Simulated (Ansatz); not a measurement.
# Cs₂AgBiBr₆ (space group Fm-3m, No. 225)

```
Cs2AgBiBr6
1.0
    0.00000     5.59364     5.59364
    5.59364     0.00000     5.59364
    5.59364     5.59364     0.00000
Cs Ag Bi Br
2 1 1 6
Cartesian
  2.79682   2.79682   2.79682
  8.39046   8.39046   8.39046
  5.59364   5.59364   5.59364
  0.00000   0.00000   0.00000
  2.84065   5.59364   5.59364
  8.34663   5.59364   5.59364
  5.59364   2.84065   5.59364
  5.59364   8.34663   5.59364
  5.59364   5.59364   2.84065
  5.59364   5.59364   8.34663
```

Calculations: PBEsol/PAW in Ansatz (a quantum-chemistry and plane-wave program), scalar-relativistic without spin-orbit coupling. k-mesh 5×5×5 (Γ-centred); smearing 0.05 eV (Fermi–Dirac).

The volume per atom is 35.00 Å³ and the density is 5.04 g/cm³. The band gap is 1.10 eV, indirect, X → L. The electron mass is 0.36 mₑ along k, 0.25 mₑ across. The hole mass is 0.17 mₑ along k, 0.69 mₑ across and the total energy is -4736.591 eV/atom (σ→0; compares only within this code and set-up).

Spin-orbit coupling, missing from the scalar runs, can matter with Bi. Masses are band curvatures over ±0.01 Å⁻¹ around the edge. Along k means along the line from Γ to the band edge. Whether these cells are dynamically stable was not tested.
